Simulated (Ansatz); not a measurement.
Consider the following.

```xyz
5
Lattice="3.9404 0.0000 0.0000 -1.9702 3.4125 0.0000 0.0000 0.0000 6.1880" Properties=species:S:1:pos:R:3 pbc="T T T"
La     1.9702     1.1375     4.6572
La     0.0000     2.2750     1.5308
O      1.9702     1.1375     2.1950
O      0.0000     2.2750     3.9930
O      0.0000     0.0000     0.0000
```

Computed with PBE, rigid bands (plane waves, PAW, scalar-relativistic; Ansatz, a quantum-chemistry and plane-wave program). Condition of this run: functional PBE, cell relaxed with it. How the cell was made: cell and atoms relaxed with PBE.

Task: What conductivity effective mass do dilute electrons have at 300 K?

Result: 2.7 (x), 2.7 (y), 1.08 (z) mₑ.

Task: What conductivity effective mass do dilute holes have at 300 K?

Result: 5.1 (x), 5.1 (y), 1.29 (z) mₑ.

Task: And the band gap?

Result: 3.83 eV at this level; semilocal functionals usually fall short of the measured gap.

Rigid bands, one relaxation time for all states, no polarons. Spin-orbit coupling is left out; where it splits the top of the valence band it changes the hole mass and lowers the gap by about a third of the splitting.
